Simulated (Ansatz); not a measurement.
The parent structure is CdSe in the wurtzite structure (space group P6_3mc, No. 186; a = 4.302 Å, c = 7.021 Å). Axes: x lies along a and z along c of the hexagonal cell.

Method: PBEsol (Ansatz, a first-principles code; PAW; 420 eV plane waves; no spin-orbit coupling).

Now apply this change: an isotropic linear strain of +2.40 %; the atoms relax in the strained cell.

Predict the stress tensor and what it implies for the stiffness.

Stress of the strained cell less that of the base (GPa, compression positive):
```
  -3.11    0.00    0.00
   0.00   -3.11    0.00
   0.00    0.00   -3.14
```

Then B = −ΔP/(ΔV/V₀) with ΔV/V₀ = 0.0737 gives secant stiffness values (nonlinear terms included at this strain): B (at held cell shape, above the free-shape value) ≈ 42 GPa.

As a check, the harmonic strain energy −½ V₀ Δσ:ε is 20 meV/atom; the computed energy rise is 22 meV/atom.

Stability against distortions was not tested.
